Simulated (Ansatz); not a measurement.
## HfO2 (model structure, started from the 3R-MoS2 type, R3m, No. 160, 3 atoms in the cell)

Method: PBE (Ansatz, a program for electronic structure, PAW).

Run with plane-wave cutoff 520 eV, 12×12×12 k mesh, Fermi–Dirac smearing 0.01 eV, scalar-relativistic PAW data made under PBE.

Cell (relaxed with PBE-D3(BJ)):

HfO2 is modelled in the trigonal space group R3m, hexagonal axes (No. 160), Pearson symbol hR3. Lattice parameters: a = 3.111 Å, b = 3.111 Å, c = 14.462 Å, α = 90.00°, β = 90.00°, γ = 120.00°. Hf on 3a has 6 O at 2.136–2.141 Å. O1 on 3a is coordinated by 3 Hf at 2.141 Å (trigonal pyramidal). O2 on 3a is surrounded by 3 Hf at 2.136 Å (trigonal pyramidal). (Neighbours: up to the widest gap in distance over summed covalent radii, below 1.35, at either atom; cation-cation and far metal-metal contacts left out.)
(The calculation used a cell of 3 atoms; values per cell refer to that cell.)

```
Quantity                                      Result
-------------------------------------------  -------
band gap                                     1.42 eV
smallest direct gap on the k points sampled  2.07 eV
Γ–Γ gap                                      2.72 eV
```

Note: the relaxation could raise the start's symmetry but not lower it, so the cell can be a saddle point; cell and atoms aren't relaxed at this level (pressure 2.5 GPa).

Spin–orbit coupling is not included.

Computed values are for the static lattice.

Computing time: roughly 50 core-seconds.

A model structure was made by putting elements into a prototype or built by hand; it is no filed structure, need not be a known phase, and can be a saddle point held by its symmetry.
